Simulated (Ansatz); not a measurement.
Consider Si in the diamond structure (space group Fd-3m, No. 227).

```
CELL_PARAMETERS angstrom
      0.00000     2.70105     2.70105
      2.70105     0.00000     2.70105
      2.70105     2.70105     0.00000
ATOMIC_POSITIONS crystal
  Si 0.00000 0.00000 0.00000
  Si 0.25000 0.25000 0.25000
```

All numbers come from Kohn–Sham DFT with the LDA functional, run in Ansatz (a quantum-chemistry and plane-wave program) with PAW and 420 eV plane waves, no SOC.

Base values:

The band gap comes out as 0.45 eV and the smallest direct gap comes out as 2.53 eV. The density is 2.37 g/cm³. The hole mass comes out as 0.17, 0.26, 0.26 mₑ (at Γ).

One thing is altered: cell and atoms relaxed at a pressure of 15 GPa.

### Question
How does this affect the band gap, smallest direct gap, density and hole mass?

### Answer
The band gap shrinks by 0.24 eV (0.45 eV → 0.21 eV); the smallest direct gap increases by 0.04 eV, from 2.53 eV to 2.57 eV; the density rises by 0.30 g/cm³ (2.37 g/cm³ → 2.67 g/cm³); the hole mass (degenerate bands, along [100]) becomes 0.22, 0.24, 0.24 mₑ (at Γ) (base: 0.17, 0.26, 0.26 mₑ (at Γ)).

Load acts through the strain it causes; cell and atoms are relaxed under it. Effective masses come from finite differences of ±0.01 Å⁻¹. Whether these cells are dynamically stable was not tested. Measured, Si leaves this structure (for the β-tin structure) near 12 GPa (room temperature; as listed in arXiv:1906.07825). A zero or small gap of Si under pressure 15 GPa can be the functional's error rather than a property of the material.
